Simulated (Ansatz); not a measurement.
**ZnS: Zn vacancy, symmetric start**

Start from a 16-atom supercell of ZnS in the zinc blende structure (space group F-43m, No. 216; a = 5.390 Å) at its relaxed geometry.

It is then changed as follows: a neutral Zn vacancy, symmetric start, atoms relaxed at fixed cell.

Level of theory: r2SCAN/PAW in Ansatz (a first-principles code), without spin-orbit coupling, earlier PAW set. k-mesh 4×4×4 (Γ-centred); smearing 0.01 eV (Fermi–Dirac).

```csv
quantity,base,changed,shift
mean distance from the defect site to its nearest host atoms,2.33 Å,2.37 Å,+0.04 Å
```

Final structure:

```
CELL_PARAMETERS angstrom
      0.00000     5.39041     5.39041
      5.39041     0.00000     5.39041
      5.39041     5.39041     0.00000
ATOMIC_POSITIONS crystal
  S  0.37484 0.37484 0.37484
  S  0.37484 0.37484 0.87547
  S  0.37484 0.87547 0.37484
  S  0.38110 0.87297 0.87297
  S  0.87547 0.37484 0.37484
  S  0.87297 0.38110 0.87297
  S  0.87297 0.87297 0.38110
  S  0.87297 0.87297 0.87297
  Zn 0.99945 0.99945 0.50055
  Zn 0.99945 0.50055 0.99945
  Zn 0.99945 0.50055 0.50055
  Zn 0.50055 0.99945 0.99945
  Zn 0.50055 0.99945 0.50055
  Zn 0.50055 0.50055 0.99945
  Zn 0.50000 0.50000 0.50000
```

The magnetic state is the one reached from the starting moments; the real material's order can differ, and small cells can't hold many antiferromagnetic ones. The cell is small, so the values are those of an ordered compound at a high defect concentration; dilute-limit values will differ. The defect started on the symmetric site and kept its symmetry, so it may sit on a saddle. The defect cell is spin-polarised and ends with 2.0 μB.
